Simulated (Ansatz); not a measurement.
## How far PBE and r2SCAN part for SnTe, pressure 15 GPa

The reference is SnTe in the rock salt structure (space group Fm-3m, No. 225; a = 6.4093 Å).

(Cell as relaxed with PBE.)

Levels (all Ansatz, an electronic-structure program, PAW, earlier PAW set): PBE (420 eV, without spin-orbit coupling); r2SCAN (500 eV, scalar-relativistic without spin-orbit coupling).

Each level relaxes its own structure.

```json
[
 {"base": "volume per atom", "PBE": "32.91 Å³", "r2SCAN": "32.33 Å³"},
 {"base": "lattice parameter a", "PBE": "6.409 Å", "r2SCAN": "6.371 Å"},
 {"base": "band gap", "PBE": "0.05 eV", "r2SCAN": "0.13 eV"}
]
```

Modification: a hydrostatic pressure of 15 GPa.

| quantity | PBE | r2SCAN |
|---|---|---|
| lattice parameter a | 5.946 Å | ___ |
| band gap | zero | ___ |

### Question
Given the PBE results, estimate those of r2SCAN.

### Answer

- lattice parameter a, r2SCAN: 5.932 Å
- band gap, r2SCAN: zero

PBE's lattice parameter a lies 0.014 Å above r2SCAN's (0.2 %); the two agree on the band gap. Neither level is exact; r2SCAN is the comparison here, not a measurement.

With Te present, leaving out spin-orbit coupling can change the band edges. Load acts through the strain it causes; cell and atoms are relaxed under it. Stability against distortions was not tested. Competing high-pressure phases were not computed. All final runs are without spin polarisation. A zero or small gap of SnTe can be the functional's error rather than a property of the material.
